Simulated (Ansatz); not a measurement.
## RuSi (R-3m): band-structure transport figures

Here is the system:

```
CELL_PARAMETERS angstrom
      2.91263     0.01199     0.01199
      0.01199     2.91263     0.01199
      0.01199     0.01199     2.91263
ATOMIC_POSITIONS crystal
  Si 0.50000 0.50000 0.50000
  Ru 0.00000 0.00000 0.00000
```

Level of theory: PBEsol, rigid bands (plane waves, PAW, scalar-relativistic; Ansatz, a quantum-chemistry and plane-wave program). Condition of this run: uniaxial stress along [111] of -2 GPa (compression positive) (the target of the relaxation). How the cell was made: cell and atoms relaxed with PBEsol, then loaded as said.

```
Item                                                               Value
------------------------------------  ----------------------------------
density of states at the Fermi level  0.257 states/(eV·cell), both spins
bare Sommerfeld coefficient                    0.30 mJ/(mol of atoms·K²)
Drude plasma energy                                               5.7 eV
root-mean-square Fermi velocity                                1.1e6 m/s
resistivity times τ                                    15.2 ×10⁻²² Ω·m·s
```

A metal at this level (no band gap); rigid bands, thermally averaged at 300 K, both spins. Spin-orbit coupling is left out. τ is one relaxation time for all states.

Computed structure, not matched to a measured one here, so possibly hypothetical: RuSi (R-3m).
